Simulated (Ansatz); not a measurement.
System: interstitial Ag in anatase TiO2 (charge state +1). These are PBE, PAW (plane waves to 420 eV; Ansatz, a program for electronic structure) values and carry that method's errors.

Cell of 108 host sites held at the relaxed PBE lattice; the Γ point alone; Fermi-Dirac width 0.01 eV, spin-restricted; finite-size errors left in. Energies are static. The charge state is imposed; whether it is stable for some Fermi level was not computed. Sites that were not tried may lie lower.

Barriers: single points on a 2×2×2 k-point mesh shifted by half a step at the bands' geometries (they differ from the bands' own by up to 0.12 eV, and are uncertain by about as much).

The step: one Ag atom jumps by itself. Atoms about the jump, Cartesian Å from the middle of the jump, before and after:

```
atom     x0     y0     z0     x1     y1     z1
----  -----  -----  -----  -----  -----  -----
Ag1   -0.95   0.00   1.21   0.95   0.00  -1.21
O2     1.22   0.00   1.63   0.95   0.00   1.64
O3    -0.95   0.00  -1.64  -1.22   0.00  -1.63
O4    -0.95   2.17   0.79  -0.95   1.86   0.78
O5    -0.95  -2.17   0.79  -0.95  -1.86   0.78
O6     0.95   1.85  -0.78   0.95   2.17  -0.79
O7     0.95  -1.85  -0.78   0.95  -2.17  -0.79
Ti8    1.04   1.99   1.21   0.95   1.93   1.23
Ti9    1.04  -1.99   1.21   0.95  -1.93   1.23
Ti10  -0.95   1.93  -1.23  -1.04   1.99  -1.21
Ti11  -0.95  -1.93  -1.23  -1.04  -1.99  -1.21
```

Question: Give the saddle-point geometry and the barrier.

Answer: 
```
atom      x      y      z
----  -----  -----  -----
Ag1    0.00   0.00   0.01
O2     1.18   0.00   1.78
O3    -1.17   0.00  -1.78
O4    -0.92   2.02   0.86
O5    -0.92  -2.01   0.86
O6     0.91   2.02  -0.86
O7     0.91  -2.02  -0.86
Ti8    1.04   2.05   1.35
Ti9    1.04  -2.04   1.35
Ti10  -1.04   2.05  -1.35
Ti11  -1.04  -2.04  -1.35
```
It lies 0.80 eV above the start and 0.80 eV above the end. The check of the saddle point's order was inconclusive, and it lies on a symmetry element of the cell, where a band can be held.
